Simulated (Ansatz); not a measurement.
# Hypothetical Pm-3n C: pressure series

Start from C (space group Pm-3n, No. 223; a = 3.877 Å; a hypothetical phase, not in the database extracts checked).

Cell and atoms are relaxed at each pressure.

All numbers come from PBE, PAW, 420 eV (Ansatz, a first-principles code; without spin-orbit coupling).

```
pressure (GPa)  volume per atom (Å³/atom)
--------------  -------------------------
-2                                  7.384
-1                                  7.333
0                                   7.283
0.3                                 7.269
0.7                                 7.250
1.5                                 7.211
3                                   7.143
5                                       ?
7.5                                 6.955
```

### Question
Fit the third-order Birch–Murnaghan form P(V) = (3B₀/2)[(V₀/V)^(7/3) − (V₀/V)^(5/3)]·[1 + (3/4)(B₀′ − 4)((V₀/V)^(2/3) − 1)] (squares taken in P) to the rows shown and predict the withheld row.

### Answer
Least squares on the printed values gives V₀ = 7.283 Å³/atom, B₀ = 149 GPa, B₀′ = 3.8; this predicts 7.057 Å³/atom, and the run gives 7.056 Å³/atom, in agreement.

Load acts through the strain it causes; cell and atoms are relaxed under it. No phonon test of stability was made. Competing high-pressure phases were not computed.
